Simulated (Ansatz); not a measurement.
Tl2S in the anti-fluorite structure (space group Fm-3m, No. 225; a hypothetical phase, not in the database extracts checked)

```cif
data_STl2
_chemical_formula_sum 'S1 Tl2'
_space_group_name_H-M_alt 'P 1'
_space_group_IT_number 1
_cell_length_a 5.05596
_cell_length_b 5.05596
_cell_length_c 5.05596
_cell_angle_alpha 60.000
_cell_angle_beta 60.000
_cell_angle_gamma 60.000
loop_
_space_group_symop_operation_xyz
  'x, y, z'
loop_
_atom_site_label
_atom_site_type_symbol
_atom_site_fract_x
_atom_site_fract_y
_atom_site_fract_z
_atom_site_occupancy
S1 S 0.00000 0.00000 0.00000 1
Tl1 Tl 0.25000 0.25000 0.25000 1
Tl2 Tl 0.75000 0.75000 0.75000 1
```

Calculations: PBEsol (Ansatz, a quantum-chemistry and plane-wave program), no SOC. Settings: 8×8×8 k-points, 0.05 eV Fermi–Dirac smearing.

- Volume per atom: 30.46 Å³
- Density: 8.01 g/cm³
- Band gap: 0.06 eV (uncertain: the edges found on the path are not clean extrema)
- Total energy: -7825.592 eV/atom (σ→0; compares only within this code and set-up)

Spin-orbit coupling, missing from the scalar runs, can matter with Tl. Whether these cells are dynamically stable was not tested. The zero or small gap of Tl2S can change with the level of theory.
